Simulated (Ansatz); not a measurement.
# A computed series for Mo3Ge: pressure series

The parent structure is Mo$_{3}$Ge in the A15 (Cr3Si type) structure (space group Pm-3n, No. 223; a = 4.908 Å; a cell from a computed database, its experimental status unchecked).

Cell and atoms are relaxed at each pressure.

All numbers come from Ansatz (a program for electronic structure), PBEsol, PAW, cutoff 420 eV, no spin-orbit coupling.

```tsv
pressure (GPa)	volume per atom (Å³/atom)
0	14.778
0.3	?
0.7	14.738
1.5	14.693
3	14.611
5	14.504
7.5	14.377
```

**Question.** Fit the third-order Birch–Murnaghan form P(V) = (3B₀/2)[(V₀/V)^(7/3) − (V₀/V)^(5/3)]·[1 + (3/4)(B₀′ − 4)((V₀/V)^(2/3) − 1)] (squares taken in P) to the rows shown and predict the withheld row.

**Answer.** Least squares on the printed values gives V₀ = 14.778 Å³/atom, B₀ = 257 GPa, B₀′ = 4.3; this predicts 14.761 Å³/atom, and the run gives 14.760 Å³/atom, in agreement.

Load acts through the strain it causes; cell and atoms are relaxed under it. Whether these cells are dynamically stable was not tested. No other phases were tried under pressure. All final runs are without spin polarisation.
